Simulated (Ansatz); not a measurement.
Take CaF$_{2}$ in the fluorite structure (space group Fm-3m, No. 225; a = 5.5110 Å) as the base.

(Cell as relaxed with PBE.)

Levels (all Ansatz, a first-principles code, PAW): PBE (420 eV, spin-orbit coupling left out); r2SCAN (500 eV, scalar-relativistic without spin-orbit coupling).

Each level relaxes its own structure.

| base | PBE | r2SCAN |
|---|---|---|
| volume per atom | 13.95 Å³ | 13.41 Å³ |
| lattice parameter a | 5.511 Å | 5.439 Å |
| band gap | 7.14 eV | 8.03 eV |

It is then changed as follows: a hydrostatic pressure of 60 GPa.

```csv
quantity,PBE,r2SCAN
band gap,8.98 eV,?
lattice parameter a,4.901 Å,?
shift of the gap caused by the change,+1.83 eV,?
```

**Question.** Predict the r2SCAN column.

**Answer.** 
- band gap, r2SCAN: 9.65 eV
- lattice parameter a, r2SCAN: 4.883 Å
- shift of the gap caused by the change, r2SCAN: +1.62 eV

PBE's band gap lies 0.679 eV below r2SCAN's; PBE's lattice parameter a lies 0.018 Å above r2SCAN's (0.4 %); PBE's shift of the gap caused by the change lies 0.21 eV above r2SCAN's. Neither level is exact; r2SCAN is the comparison here, not a measurement.

Load acts through the strain it causes; cell and atoms are relaxed under it. Stability against distortions was not tested. No other phases were tried under pressure.
